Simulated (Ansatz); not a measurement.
Ru2Si, response to strain

Consider Ru$_{2}$Si (space group Pnma, No. 62; a = 5.2659 Å, b = 4.0061 Å, c = 7.3957 Å; a cell from a computed database, its experimental status unchecked). Axes: x, y, z lie along a, b, c of the conventional cell.

Strains are applied to the cell and any free atomic positions relax.

All numbers come from r2SCAN (Ansatz, a quantum-chemistry and plane-wave program, PAW, scalar-relativistic without spin-orbit coupling), earlier PAW set.

Candidates:
(a) uniaxial strain ε_yy = +2.39 %
(b) uniaxial strain ε_yy = −0.91 %
(c) uniaxial strain ε_zz = −2.31 %

Notes on the quantities. energy relative to the base: free energy F.

Task: Order them by energy relative to the base, lowest first.

Result: (b) uniaxial strain ε_yy = −0.91 % (+1.5 meV/atom), (a) uniaxial strain ε_yy = +2.39 % (+9.5 meV/atom), (c) uniaxial strain ε_zz = −2.31 % (+10 meV/atom)

Without a gap, meshes like the base's 7×9×5 leave anisotropic stresses uncertain by several tenths of a GPa, and small strain energies with them. Whether these cells are dynamically stable was not tested. The final runs are not spin-polarised.
